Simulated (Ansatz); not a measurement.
# How the lattice constant a of Zr2Si (model structure, started from the Ca2N type, R-3m, No. 166, 3 atoms in the cell) moves with the method

No measured value is used here.

```tsv
level (code)	value (Å)
LDA (Ansatz)	3.708
PBE (Ansatz)	3.779
PBEsol (Ansatz)	3.736
PBE-D3(BJ) (Ansatz)	3.727
```

Ansatz's density-functional and Hartree–Fock values are scalar-relativistic unless marked +SOC, with PAW data made under PBE.

A model structure was made by putting elements into a prototype or built by hand; it is no filed structure, need not be a known phase, and can be a saddle point held by its symmetry.

Ansatz is a first-principles code.
